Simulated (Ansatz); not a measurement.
Worked example: self-consistent single point of YIn2Ni (Cmcm, 8 atoms in the cell) in Ansatz (a program for electronic structure).

Level of theory: LDA (PW92), PAW files made with PBE (plane waves; Ansatz).

```
YIn2Ni
1.0
    2.15118    -5.18740     0.00000
    2.15118     5.18740     0.00000
    0.00000     0.00000     7.24297
Y In Ni
2 4 2
Direct
  0.93174   0.06826   0.75000
  0.06826   0.93174   0.25000
  0.64441   0.35559   0.94998
  0.35559   0.64441   0.05002
  0.35559   0.64441   0.44998
  0.64441   0.35559   0.55002
  0.21223   0.78777   0.75000
  0.78777   0.21223   0.25000
```

Reference input (self-consistent single point, DFT, LDA (PW92), plane waves, PAW files made with PBE): kpoints.mp_grid.grid = 6 6 4; hamiltonian.xc = lda; hamiltonian.pseudopotentials = {kind: paw} (the program's default PAW files); scf.occupations.method = gaussian; scf.occupations.width = 0.2 eV. This run's input differs from it in these lines:

Ansatz 0.2 input:
```diff
@@ -20,3 +20,3 @@
 scf:
-  occupations: { method: gaussian, width: 0.2 }
+  occupations: { method: fermi_dirac, width: 0.3 }
 output:
```

Log, with long lists cut:

```
SCF iter   1: F=—  HF=-40873.460101 eV  |F-HF|=—  |Δ(HF+E_count)|=         —  Δρ=4.52e-2  dr2=6.08e0  ethr=3.10e-3  ⟨swp⟩=6.3  Hψ=10373  notcnv=0
all-band conjugate gradients solve this SCF's bands
preconditioner: auto → Kerker (q_TF=auto, 2.559 Å⁻¹)
SCF iter   2: F=—  HF=-40872.144004 eV  |F-HF|=—  |Δ(HF+E_count)|=    1.32e0  Δρ=2.37e-2  dr2=1.90e0  ethr=3.10e-3  ⟨swp⟩=2.3  Hψ=5277  notcnv=0
   [... lines left out ...]
SCF iter   6: F=—  HF=-40871.632558 eV  |F-HF|=—  |Δ(HF+E_count)|=   3.59e-4  Δρ=1.27e-4  dr2=5.27e-5  ethr=7.41e-7  ⟨swp⟩=2.0  Hψ=4877  notcnv=0
SCF iter   7: F=—  HF=-40871.632508 eV  |F-HF|=—  |Δ(HF+E_count)|=   4.99e-5  Δρ=6.74e-5  dr2=1.34e-5  ethr=4.79e-8  ⟨swp⟩=2.0  Hψ=4988  notcnv=0
SCF iter   8: F=—  HF=-40871.632504 eV  |F-HF|=—  |Δ(HF+E_count)|=   4.44e-6  Δρ=2.16e-5  dr2=1.07e-6  ethr=1.22e-8  ⟨swp⟩=2.0  Hψ=3519  notcnv=0
SCF iter   9: F=-40871.632504 eV  HF=-40871.632504 eV  |F-HF|=1.17e-8  |Δ(HF+E_count)|=   1.80e-7  Δρ=3.93e-6  dr2=2.60e-8  ethr=9.09e-11  ⟨swp⟩=4.2  Hψ=13132  notcnv=0
SCF 1 converged in 9 iterations: F = -40871.632504 eV  dr2 = 2.60e-8
Free energy (F): -40871.632504 eV
Internal energy: -40870.334371 eV  (E = F + TS)
E sigma→0 (E₀):  -40870.983437 eV
Entropy (-TS):   -1.298133 eV (-162.267 meV/atom)
Fermi energy:    12.986887 eV
--- Forces (eV/Å), atoms counted from 1 ---
  atom   1  Y      0.00000000    -0.06821094    -0.00000000
  atom   2  Y      0.00000000     0.06821094     0.00000000
  atom   3  In     0.00000000     0.05929435     0.02878297
  atom   4  In     0.00000000    -0.05929435    -0.02878297
  atom   5  In     0.00000000    -0.05929435     0.02878297
  atom   6  In     0.00000000     0.05929435    -0.02878297
  atom   7  Ni     0.00000000    -0.00830840    -0.00000000
  atom   8  Ni     0.00000000     0.00830840     0.00000000
--- Stress (GPa, compression-positive) ---
       -3.791376       0.000000      -0.000000
        0.000000      -3.063019      -0.000000
       -0.000000      -0.000000      -2.953929
  P = ⅓ Tr σ = -3.2694 GPa (-32.694 kbar)
  The stress holds the Pulay correction. Without it, at fixed plane waves, as pw.x and ABINIT print it: P = -3.2913 GPa
```

The run converged in 9 iterations. Against the reference run the free energy drops by 68.4 meV/atom, the pressure goes from -3.89 to -3.27 GPa and the largest force goes from 0.048 to 0.068 eV/Å.

The starting cell comes from a database of computed structures (which also holds hypothetical and non-ambient phases and stackings), without a prior relaxation at this level. Its lattice was rescaled by a random factor within 2.5 % of one. Spin polarisation is off. With a pressure of about -3 GPa the cell is away from its equilibrium volume at this level. Ansatz's pressure includes its estimate of the finite-basis (Pulay) stress.
